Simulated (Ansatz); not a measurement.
Reference: CuZn (Pm-3m), PBEsol, DFPT electron-phonon coupling, linearised Boltzmann equation (plane waves, PAW, scalar-relativistic; Ansatz, a quantum-chemistry and plane-wave program); axes and stresses refer to this cell.

```yaml
crystal:
  lattice:
    - [2.90716, 0.00000, 0.00000]
    - [0.00000, 2.90716, 0.00000]
    - [0.00000, 0.00000, 2.90716]
  atoms:
    - { symbol: Zn, position: [0.50000, 0.50000, 0.50000] }
    - { symbol: Cu, position: [0.00000, 0.00000, 0.00000] }
```

The mean free path at 300 K is 17.1 nm. The logarithmic mean phonon energy is 11.6 meV and the electron-phonon coupling λ is 0.31.

Problem. Change: functional PBE, cell relaxed with it. What happens to mean free path at 300 K, logarithmic mean phonon energy, electron-phonon coupling λ?

Solution. mean free path at 300 K goes to 15.5 nm, a move of 9 % that is no larger than the two runs' mesh errors together; logarithmic mean phonon energy decreases to 10.5 meV; electron-phonon coupling λ goes up to 0.34.

Metals; harmonic phonons alone scatter; means over directions. The mean free path is weighted by the current that each state carries. Halving the electron mesh moves these values by up to 8 %; q meshes are mostly untested. Spin-orbit coupling is left out unless a row names it.
